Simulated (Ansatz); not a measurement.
GaCuSe2 in the chalcopyrite structure (space group I-42d, No. 122)

Space group I-42d (No. 122); a = b = 5.570 Å, c = 11.075 Å, α = β = γ = 90.00°

```json
[
 {"atom": "Cu", "site": "4a", "symmetry": "-4..", "x": "0.0000", "y": "0.0000", "z": "0.0000"},
 {"atom": "Ga", "site": "4b", "symmetry": "-4..", "x": "0.0000", "y": "0.0000", "z": "0.5000"},
 {"atom": "Se", "site": "8d", "symmetry": ".2.", "x": "0.2500", "y": "0.2582", "z": "0.3750"}
]
```
(The calculation used a cell of 8 atoms; values per cell refer to that cell.)

Calculations: PBEsol/PAW in Ansatz (a first-principles code), no spin-orbit coupling. k-mesh 8×8×8 (Γ-centred); smearing 0.05 eV (Fermi–Dirac).

```yaml
volume_per_atom: 21.47 Å³
density: 5.63 g/cm³
band_gap: 0.12 eV, direct at Γ
total_energy: -5295.553 eV/atom (σ→0; compares only within this code and set-up)
```

No phonon test of stability was made. All final runs are without spin polarisation. A zero or small gap of GaCuSe2 can be the functional's error rather than a property of the material.
